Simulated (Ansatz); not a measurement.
```xyz
2
Lattice="0.0000 3.0436 3.1349 3.0436 0.0000 3.1349 3.0436 3.0436 0.0000" Properties=species:S:1:pos:R:3 pbc="T T T"
In     0.0000     0.0000     0.0000
As     1.5218     1.5218     1.5675
```

No spin polarisation.

The values are results of PBEsol (Ansatz, a program for electronic structure), scalar-relativistic without spin-orbit coupling, not measurements. Γ-centred 9×9×9 mesh, Fermi–Dirac width 0.05 eV.

### Question
Predict the band gap, pressure and space group.

### Answer
The band gap is zero and the pressure (mean of the normal stresses, compression positive) comes out as -1.5 GPa. The space group is I-4m2 (No. 119).

The mesh was chosen for an insulator and is coarse for the gapless case. The cells carry an imposed strain or load. Whether these cells are dynamically stable was not tested. The final runs are not spin-polarised. The cell was made from InAs in the zinc blende structure (space group F-43m, No. 216) by this change: uniaxial strain ε_zz = +3.00 %. A zero or small gap of InAs can be the functional's error rather than a property of the material.
